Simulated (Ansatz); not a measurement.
HfC under a change: biaxial strain +1.50 %, plane normal [001], relaxed out of plane

Base system: HfC in the rock salt structure (space group Fm-3m, No. 225; a = 4.607 Å; relaxed with 0.1 eV smearing). Axes: x, y, z lie along the cube axes.

It is then changed as follows: biaxial strain +1.50 %, plane normal [001], relaxed out of plane (Cartesian); in-plane vectors clamped, the third vector and the atoms free.

The values are results of PBEsol (Ansatz, a quantum-chemistry and plane-wave program, PAW, scalar-relativistic without spin-orbit coupling), not measurements. k-mesh 22×22×22 (Γ-centred); smearing 0.1 eV (Fermi–Dirac).

| quantity | base | changed | shift |
|---|---|---|---|
| volume per atom | 12.22 Å³ | 12.52 Å³ | +0.30 Å³ |
| space group | Fm-3m (No. 225) | I4/mmm (No. 139) | – |
| energy relative to the base (free energy F) | 0 meV/atom | +9.8 meV/atom | +9.8 meV/atom |
| band gap | zero | zero | – |
| out-of-plane strain | – | -0.56 % | – |
| ratio −ε⊥/ε∥ | – | 0.37 | – |
| mean in-plane stress (compression positive) | – | -8.3 GPa | – |

Cost of the whole job for the changed cell (relaxation, final SCF and bands): roughly 80 core-seconds.

No phonon test of stability was made. The final runs are not spin-polarised.
